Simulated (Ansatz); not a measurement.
The reference is PbS in the rock salt structure (space group Fm-3m, No. 225).

```
CELL_PARAMETERS angstrom
      0.00000     3.00445     3.00445
      3.00445     0.00000     3.00445
      3.00445     3.00445     0.00000
ATOMIC_POSITIONS crystal
  Pb 0.00000 0.00000 0.00000
  S  0.50000 0.50000 0.50000
```

All numbers come from PBE (Ansatz, a first-principles code), without spin-orbit coupling.

Strains are applied to the cell and any free atomic positions relax.

One change was made to it. Results:

The electron mass becomes 0.054 mₑ along k, 0.15 mₑ across (at L) (base: 0.16 mₑ (at L)); the band gap falls by 0.346 eV (0.49 eV → 0.15 eV); the energy goes up by 40 meV/atom.

**Question.** Name the change that was made.
(A) isotropic strain +2.00 %
(B) isotropic strain +2.50 %
(C) isotropic strain −3.00 %
(D) isotropic strain −2.50 %
(E) isotropic strain +1.50 %

**Answer.** C, isotropic strain −3.00 %. For comparison, the band gap in the other runs: isotropic strain +2.50 % gives 0.71 eV; isotropic strain −2.50 % gives 0.21 eV; isotropic strain +2.00 % gives 0.67 eV; isotropic strain +1.50 % gives 0.63 eV.

With Pb present, leaving out spin-orbit coupling can change the band edges. Effective masses come from finite differences of ±0.01 Å⁻¹. Along k means along the line from Γ to the band edge. Stability against distortions was not tested. The zero or small gap of PbS under isotropic strain −3.00 % and PbS under isotropic strain −2.50 % can change with the level of theory.
